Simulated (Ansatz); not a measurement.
Data:

End structure of the (11-23) surface of hcp Zr in its 1x1 cell, outermost plane spacing 0.59 Å in the ideal cut:

```xyz
18
Lattice="5.5988 0.0000 0.0000 2.7994 7.0880 0.0000 0.0000 0.0000 26.5000" Properties=species:S:1:pos:R:3 pbc="T T T"
Zr     4.7857     6.3018     8.5531
Zr     3.8478     3.3286     8.9742
Zr     4.7916     0.2241     9.5673
Zr     6.5211     4.3263     9.9563
Zr     1.9905     1.4206    10.5521
Zr     3.6877     5.3657    11.2542
Zr     4.7537     2.4046    11.7688
Zr     6.4649     6.4593    12.2757
Zr     1.8543     3.5029    12.9714
Zr     0.9451     0.4655    13.5286
Zr     4.7327     4.5970    14.2243
Zr     3.6446     1.5638    14.7312
Zr     7.5100     5.6907    15.2458
Zr     6.4077     2.5478    15.9479
Zr     4.6766     6.7301    16.5437
Zr     3.6067     3.7443    16.9327
Zr     4.5504     0.6397    17.5258
Zr     6.4120     4.7546    17.9469
```

Model: 18-atom slab, 10.0 Å thick at the start (thin: gaps and levels are the slab's own), 7x6x1 mesh, Fermi-Dirac 0.1 eV, dipole correction, single point; on the structure that PBE left under its start's symmetry; no spin, no spin-orbit, no U.

Problem. Estimate the surface energy (mean of both faces) that Ansatz (a program for electronic structure) with r2SCAN, at the PBE geometry returns for this input.

Solution. 1.93 J/m²

Problem. Give the work function of the top face at the level r2SCAN, at the PBE geometry.

Solution. 3.34 eV
